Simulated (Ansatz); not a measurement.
Take GaSb in the rock salt structure (space group Fm-3m, No. 225; a = 5.6967 Å; a hypothetical phase, not in the database extracts checked) as the base.

Computed with Ansatz (a quantum-chemistry and plane-wave program), PBEsol, PAW, cutoff 420 eV, scalar-relativistic without spin-orbit coupling.

Before the change:

```
Quantity            Value
---------------  --------
Volume per atom  23.11 Å³
```

Perturbation: a negative pressure, −1 GPa.

How does this affect the volume per atom?

The volume per atom grows by 0.38 Å³ to 23.49 Å³.

Load acts through the strain it causes; cell and atoms are relaxed under it. Whether these cells are dynamically stable was not tested. The final runs are not spin-polarised.
